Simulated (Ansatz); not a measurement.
hypothetical zinc blende SnSe with two functionals, pressure 0.7 GPa

Take SnSe in the zinc blende structure (space group F-43m, No. 216; a = 6.779 Å; a hypothetical phase, not in the database extracts checked) as the base.

(Cell as relaxed with PBE.)

Levels (all Ansatz, a program for electronic structure, PAW): PBE (420 eV, scalar-relativistic without spin-orbit coupling); PBEsol (420 eV, spin-orbit coupling left out).

Each level relaxes its own structure.

```tsv
base	PBE	PBEsol
volume per atom	38.93 Å³	36.87 Å³
lattice parameter a	6.779 Å	6.657 Å
band gap	0.05 eV	zero
```

Perturbation: a hydrostatic pressure of 0.7 GPa.

```csv
quantity,PBE,PBEsol
shortest interatomic distance,2.914 Å,2.862 Å
band gap,zero,zero
```

PBE's shortest interatomic distance lies 0.052 Å above PBEsol's (1.8 %); the two agree on the band gap. Neither level is exact; PBEsol is the comparison here, not a measurement.

Load acts through the strain it causes; cell and atoms are relaxed under it. Stability against distortions was not tested. All final runs are without spin polarisation. A zero or small gap of SnSe can be the functional's error rather than a property of the material.
